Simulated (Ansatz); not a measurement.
Data:

```yaml
crystal:
  lattice:
    - [4.75015, 0.00000, 0.00000]
    - [2.37508, 4.11375, 0.00000]
    - [0.00000, 0.00000, 6.63163]
  atoms:
    - { symbol: Ta, position: [0.50000, 0.50000, 0.00000] }
    - { symbol: Ta, position: [0.50000, 0.00000, 0.33333] }
    - { symbol: Ta, position: [0.00000, 0.50000, 0.66667] }
    - { symbol: Si, position: [0.15940, 0.15940, 0.00000] }
    - { symbol: Si, position: [0.84060, 0.31880, 0.33333] }
    - { symbol: Si, position: [0.68120, 0.15940, 0.66667] }
    - { symbol: Si, position: [0.84060, 0.84060, 0.00000] }
    - { symbol: Si, position: [0.15940, 0.68120, 0.33333] }
    - { symbol: Si, position: [0.31880, 0.84060, 0.66667] }
```

No spin polarisation.

All numbers come from plane-wave PAW DFT at the PBE level (Ansatz, a first-principles code, 420 eV), no spin-orbit coupling. Settings: 11×11×7 k-points, 0.05 eV Fermi–Dirac smearing.

Question: Predict the pressure (mean of the normal stresses, compression positive).

Answer: 3.1 GPa.

Question: What is the computed band gap?

Answer: Zero.

Question: What space group does the calculation give?

Answer: P6_222 (No. 180).

The cells carry an imposed strain or load. Stability against distortions was not tested. All final runs are without spin polarisation. The cell was made from TaSi$_{2}$ (space group P6_222, No. 180) by this change: biaxial strain −1.10 %, plane normal [001], relaxed out of plane.
